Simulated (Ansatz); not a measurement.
Base system: CdSe in the zinc blende structure (space group F-43m, No. 216; a = 6.1333 Å).

Calculations: r2SCAN/PAW in Ansatz (a first-principles code), spin-orbit coupling left out.

Base values:

| Property | Result |
|---|---|
| Electron mass | 0.093 mₑ (at Γ) |
| Gap character | direct at Γ |

Modification: hydrostatic tension (pressure −1 GPa).

Q: Estimate the effect on the electron mass.

A: The electron mass changes from 0.093 mₑ (at Γ) to 0.091 mₑ (at Γ).

Q: Estimate the effect on the gap character.

A: The gap character stays direct at Γ.

Load acts through the strain it causes; cell and atoms are relaxed under it. Masses are band curvatures over ±0.01 Å⁻¹ around the edge. No phonon test of stability was made.
